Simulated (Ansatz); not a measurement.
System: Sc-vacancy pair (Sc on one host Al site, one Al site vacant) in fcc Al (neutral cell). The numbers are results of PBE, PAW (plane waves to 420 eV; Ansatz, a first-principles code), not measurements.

Cell of 32 host sites held at the relaxed PBE lattice; a 4×4×4 k-point mesh shifted by half a step; Fermi-Dirac width 0.10 eV, spin-restricted; finite-size errors left in. Static, classical nuclei. Forms of the defect that were not tried may lie lower.

Barriers: single points on a 6×6×6 k-point mesh shifted by half a step at the bands' geometries.

Relaxed starting cell (atoms counted from 1):

```yaml
crystal:
  lattice:
    - [8.08392, 0.00000, 0.00000]
    - [0.00000, 8.08392, 0.00000]
    - [0.00000, 0.00000, 8.08392]
  atoms:
    - { symbol: Sc, position: [0.99974, 0.99999, 0.99968] }
    - { symbol: Al, position: [0.99956, 0.99987, 0.49934] }
    - { symbol: Al, position: [0.99934, 0.50012, 0.49949] }
    - { symbol: Al, position: [0.49910, 0.99997, 0.99962] }
    - { symbol: Al, position: [0.49956, 0.00006, 0.49962] }
    - { symbol: Al, position: [0.49960, 0.50002, 0.99957] }
    - { symbol: Al, position: [0.49967, 0.49991, 0.49968] }
    - { symbol: Al, position: [0.99976, 0.25799, 0.24762] }
    - { symbol: Al, position: [0.99972, 0.25790, 0.75153] }
    - { symbol: Al, position: [0.99960, 0.74201, 0.24751] }
    - { symbol: Al, position: [0.99979, 0.74222, 0.75168] }
    - { symbol: Al, position: [0.49955, 0.24989, 0.24979] }
    - { symbol: Al, position: [0.49967, 0.24982, 0.74935] }
    - { symbol: Al, position: [0.49980, 0.75004, 0.24994] }
    - { symbol: Al, position: [0.49966, 0.75011, 0.74938] }
    - { symbol: Al, position: [0.25266, 0.99977, 0.25282] }
    - { symbol: Al, position: [0.25265, 0.00002, 0.74646] }
    - { symbol: Al, position: [0.25005, 0.50005, 0.25008] }
    - { symbol: Al, position: [0.25001, 0.49992, 0.74929] }
    - { symbol: Al, position: [0.74657, 0.00007, 0.25249] }
    - { symbol: Al, position: [0.74675, 0.99999, 0.74684] }
    - { symbol: Al, position: [0.74923, 0.49982, 0.24988] }
    - { symbol: Al, position: [0.74945, 0.50012, 0.74938] }
    - { symbol: Al, position: [0.24740, 0.25809, 0.99967] }
    - { symbol: Al, position: [0.24974, 0.25003, 0.49956] }
    - { symbol: Al, position: [0.24739, 0.74202, 0.99972] }
    - { symbol: Al, position: [0.24995, 0.74994, 0.49972] }
    - { symbol: Al, position: [0.75173, 0.25784, 0.99958] }
    - { symbol: Al, position: [0.74920, 0.24970, 0.49965] }
    - { symbol: Al, position: [0.75175, 0.74224, 0.99964] }
    - { symbol: Al, position: [0.74928, 0.75026, 0.49968] }
```

End state 1 differs by these moves (Å; atoms that move under 0.08 Å are left out):

```json
[
 {"atom": "22", "element": "Al", "Δx": "2.01", "Δy": "0.00", "Δz": "-2.01"}
]
```

Give the forward and backward barriers to end state 1 at the level PBE, PAW.

forward 0.71 eV, backward 0.57 eV; at the saddle point atom 22 has neighbours 4 Al at 2.63, Al at 3.12, 2 Al at 3.13, Al at 3.14 Å. The saddle point's order was not checked, and it lies on a symmetry element of the cell, where a band can be held.
